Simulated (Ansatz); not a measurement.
Take HgSe in the zinc blende structure (space group F-43m, No. 216; a = 6.1328 Å) as the base.

All numbers come from PBEsol (Ansatz, a first-principles code, PAW, no SOC).

One change was made to it. Results:

| quantity | base | after |
|---|---|---|
| shortest interatomic distance | 2.656 Å | 2.641 Å |
| density | 8.05 g/cm³ | 8.18 g/cm³ |

Q: What was done to the base?
(A) pressure 2.1 GPa
(B) pressure 4.5 GPa
(C) pressure 22.5 GPa
(D) pressure 0.9 GPa

A: D, pressure 0.9 GPa. For comparison, the shortest interatomic distance in the other runs: pressure 2.1 GPa gives 2.623 Å; pressure 22.5 GPa gives 2.452 Å; pressure 4.5 GPa gives 2.592 Å.

The mesh was chosen for an insulator and is coarse for the gapless case. Load acts through the strain it causes; cell and atoms are relaxed under it. Whether these cells are dynamically stable was not tested. Tetrahedral semiconductors of this kind turn to denser phases somewhere between about 1 and 50 GPa; those were not computed, so compressed cells here can lie past the real transition. All final runs are without spin polarisation.
